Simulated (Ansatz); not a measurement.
Take ZnAu in the CsCl type structure (space group Pm-3m, No. 221; a = 3.187 Å; relaxed with 0.1 eV smearing) as the base. Axes: x, y, z lie along the cube axes.

The values are results of PBE (Ansatz, a program for electronic structure; PAW; 420 eV plane waves; spin-orbit coupling left out), not measurements.

One thing is altered: the cell is scaled by 1.0100 in all directions; the atoms relax in the strained cell.

Problem. Predict the stress tensor and what it implies for the stiffness.

Solution. Stress of the strained cell less that of the base (GPa, compression positive):
```
   -3.2     0.0     0.0
    0.0    -3.2     0.0
    0.0     0.0    -3.2
```

Then B = −ΔP/(ΔV/V₀) with ΔV/V₀ = 0.0303 gives secant stiffness values (nonlinear terms included at this strain): B ≈ 106 GPa.

As a check, the harmonic strain energy −½ V₀ Δσ:ε is 4.9 meV/atom; the computed energy rise is 5.1 meV/atom.

Whether these cells are dynamically stable was not tested.
